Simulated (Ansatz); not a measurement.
Results of PBEsol+SOC (plane waves, PAW; Ansatz, a quantum-chemistry and plane-wave program) for Bi2S3 (model structure, started from the beta Ga2O3 type, C2/m, No. 12, 10 atoms in the cell).

Numerical settings: plane-wave cutoff 520 eV, 8×8×4 k mesh (along the axes of the cell as run), Fermi–Dirac smearing 0.01 eV, PAW data made under PBE.

Cell (relaxed with PBEsol):

Space group C2/m (No. 12); a = 16.891 Å, b = 4.082 Å, c = 8.955 Å, α = 90.00°, β = 121.79°, γ = 90.00°

| atom | site | symmetry | x | y | z |
|---|---|---|---|---|---|
| Bi | 4i | m | 0.1271 | 0.0000 | 0.4394 |
| Bi | 4i | m | 0.1574 | 0.5000 | 0.0354 |
| S | 4i | m | 0.2402 | 0.0000 | 0.3248 |
| S | 4i | m | 0.1520 | 0.0000 | 0.8302 |
| S | 4i | m | 0.0405 | 0.5000 | 0.2149 |
(The calculation used a cell of 10 atoms; values per cell refer to that cell.)

### Question
Predict the band gap and direct gap at Γ.

### Answer

- band gap: 0.80 eV (on the SCF k mesh)
- direct gap at Γ: 1.20 eV

Note: the relaxation could raise the start's symmetry but not lower it, so the cell can be a saddle point; cell and atoms aren't relaxed at this level (largest force component 0.05 eV/Å, pressure 0.4 GPa).

A model structure was made by putting elements into a prototype or built by hand; it is no filed structure, need not be a known phase, and can be a saddle point held by its symmetry.
